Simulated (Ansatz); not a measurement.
**A computed series for TiO2: response to strain**

The parent structure is TiO2 in the rutile structure (space group P4_2/mnm, No. 136; a = 4.5481 Å, c = 2.9171 Å).

Strains are applied to the cell and any free atomic positions relax.

Calculations: DFT with LDA, PAW potentials and a 420 eV plane-wave cutoff in Ansatz (a program for electronic structure), no SOC.

Notes on the quantities. energy relative to the base: free energy F; pressure: mean of the normal stresses, compression positive.

```csv
case,band gap,energy relative to the base,electron mass,pressure
base,1.86 eV,0 meV/atom,"0.52 mₑ along c, 1.1 mₑ across (at Γ)",0.0 kbar
isotropic strain +0.60 %,[?],[?],[?],[?]
isotropic strain +1.20 %,1.83 eV,+9.8 meV/atom,"0.54 mₑ along c, 1.1 mₑ across (at Γ)",-82.8 kbar
isotropic strain +1.80 %,1.82 eV,+22 meV/atom,"0.55 mₑ along c, 1.1 mₑ across (at Γ)",-118.8 kbar
isotropic strain +2.40 %,1.81 eV,+38 meV/atom,"0.57 mₑ along c, 1.1 mₑ across (at Γ)",-151.6 kbar
isotropic strain +3.00 %,1.80 eV,+57 meV/atom,–,-181.2 kbar
```

### Question
Some entries are withheld; estimate them.

### Answer

- isotropic strain +0.60 %, band gap: 1.84 eV
- isotropic strain +0.60 %, energy relative to the base: +2.5 meV/atom
- isotropic strain +0.60 %, electron mass: 0.53 mₑ along c, 1.1 mₑ across (at Γ)
- isotropic strain +0.60 %, pressure: -43.3 kbar

Masses are band curvatures over ±0.01 Å⁻¹ around the edge. Stability against distortions was not tested. All final runs are without spin polarisation.
